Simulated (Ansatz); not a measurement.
Functionals compared on the (100) surface of rock-salt TaC, Cr on all Ta sites of the second plane (bottom of the slab: a bare face, its two planes held), in Ansatz (plane waves, PAW). The structure was relaxed with PBE; the other rows are single points on it. Cutoff 420 eV.

Set-up: 12 atoms, 10.8 Å thick at the start; mesh 12x12x1; 0.1 eV smearing; dipole correction on; 4 atoms held, the rest relaxed; start symmetry kept, larger cells not searched; spin-polarised, ending with about 2.2 μB a cell; orders that need a larger cell were not tried, no spin-orbit, no U. It is one candidate, not shown to be the stable structure of the face. These notes are the PBE run's.

```json
[
 {"functional": "PBE", "work function of the top face (eV)": "3.86", "magnetic moment of the cell (μB)": "2.23", "rough cost of the single point": "–"},
 {"functional": "RPBE", "work function of the top face (eV)": "[?]", "magnetic moment of the cell (μB)": "2.26", "rough cost of the single point": "around 3 core-minutes (rough)"}
]
```

Complete the blanks.


- RPBE, work function of the top face (eV): 3.68

Ansatz is a first-principles code.
